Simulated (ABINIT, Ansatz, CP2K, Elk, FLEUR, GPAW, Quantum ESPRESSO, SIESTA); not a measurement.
Code comparison for HfO2 (Fm-3m, 3 atoms in the cell)

Self-consistent single point, at a second geometry (lattice scaled by 0.98). First geometry:

```xyz
3
Lattice="0.0000 2.4726 2.4726 2.4726 0.0000 2.4726 2.4726 2.4726 0.0000" Properties=species:S:1:pos:R:3 pbc="T T T"
Hf     0.0000     0.0000     0.0000
O      3.7088     3.7088     3.7088
O      1.2363     1.2363     1.2363
```

Shared settings, as Ansatz (a first-principles code) writes them: kpoints.mp_grid.grid = 12 12 12; scf.occupations.method = fixed. Potentials and cutoffs stand in the table.

| code | model | ΔF from the first geometry (meV/atom) | pressure (GPa) | gap on the mesh (eV) | cutoff |
|---|---|---|---|---|---|
| Elk | PBE, all-electron FP-LAPW, Elk's shipped species files, APW+lo basis with extra local orbitals | 141.7 | – | 4.079 | rgkmax 7.5 |
| CP2K | PBE, GPW, DZVP-MOLOPT-SR-GTH basis, GTH-PBE potentials (GTH_POTENTIALS) | 105.5 | 40.20 | 4.323 | grid 500 Ry |
| FLEUR | PBE, all-electron FLAPW (FLEUR), scalar-relativistic valence | 143.7 | – | 4.129 | Kmax 4.5 1/bohr |
| Ansatz | PBE, PAW files | 143.5 | 50.84 | 4.102 | default |
| GPAW | PBE, GPAW PAW datasets PBE (gpaw-data 1.0.1) | 146.6 | – | 4.142 | 950 eV |
| SIESTA | GGA PBE, numerical atomic orbitals TZP, PseudoDojo PBE standard norm-conserving potentials (rewritten from UPF to PSML) | 143.4 | 50.99 | 3.965 | grid 300 Ry |
| ABINIT | PBE, norm-conserving pseudopotentials (PseudoDojo nc-sr-05 PBE standard) | 129.5 | 47.27 | 4.198 | 42 Ha |
| Quantum ESPRESSO | PBE, PseudoDojo standard norm-conserving (PBE) pseudopotentials | 129.5 | 47.28 | 4.198 | 85 Ry |

For Ansatz (by 0.6 GPa) the energy change implies a higher mean pressure, against the two pressures, than for the other programs: a sign of finite-basis (Pulay) stress.

A dash marks a value that a program does not give, or that is left out as unsure.

Gaps are read on the mesh.

On Ansatz's run: spin-orbit coupling is off.

The spread over the programs that give each value: ΔF from the first geometry within 41.1 meV/atom; pressure within 10.79 GPa; gap on the mesh within 0.358 eV.

CP2K and SIESTA use small atom-centred bases, whose incompleteness enters pressures, forces and empty levels differently from a plane-wave cutoff. Elk and FLEUR treat all electrons, but the usual bases taken here (sphere radii, linearisation, local orbitals, empty states) were not tested for convergence, so the values are no reference for the others. Ansatz's pressure is given at a fixed set of plane waves, as the other plane-wave codes print theirs; with its correction for the finite basis it is 51.49 GPa (the shift of 0.65 GPa shows how far the cutoff is from converged). The pressure of GPAW is left out: its cutoff lies under the one at which its stress was checked. In the pressure, CP2K (by 7.08), Ansatz (by 3.56) and SIESTA (by 3.71) lie more than 1 GPa from the median of the plane-wave programs. In the gap, CP2K (by 0.153) and SIESTA (by 0.205) lie more than 0.12 eV from the median of the plane-wave programs.

The starting cell comes from a database of computed structures (which also holds hypothetical and non-ambient phases and stackings), without a prior relaxation at this level. Its lattice was rescaled by a random factor within 2.5 % of one. For this run, on top of that: lattice scaled by 0.98.

Keys are those of Ansatz 0.2.
